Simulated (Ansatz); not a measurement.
## Cr₃PdN (Pm-3m, No. 221, 5 atoms in the cell; start mp-10373)

Method: r²SCAN (PAW; Ansatz, a program for electronic structure).

Settings: plane-wave cutoff 560 eV, 14×14×14 k mesh, Fermi–Dirac smearing 0.05 eV, no spin polarisation, scalar-relativistic PAW data made under PBE.

Cell (relaxed at this level):

Cr$_{3}$PdN is taken in the cubic space group Pm-3m (No. 221), the anti-perovskite structure, Pearson symbol cP5. Lattice parameters: a = 3.8061 Å, b = 3.8061 Å, c = 3.8061 Å, α = 90.00°, β = 90.00°, γ = 90.00°. Cr on 3c sees 2 N at 1.903 Å and 8 Cr at 2.691 Å and 4 Pd at 2.691 Å. Pd on 1a sees 12 Cr at 2.691 Å (cuboctahedral). N on 1b sees 6 Cr at 1.903 Å (octahedral). (Neighbours: up to the widest gap in distance over summed covalent radii, below 1.35, at either atom; cation-cation and far metal-metal contacts left out.)

```yaml
bulk modulus B0: 278 GPa
```

Note: the run has no spin polarisation, so it can have missed a magnetic state; the bulk modulus is −V dP/dV from two relaxed cells at ±2 % in volume; the relaxation could not lower the start's symmetry, so the cell can be a saddle point above a distorted one.

Static lattice: no zero-point or thermal effects.

A start named mp-… is a Materials Project structure, which need not be a measured phase.
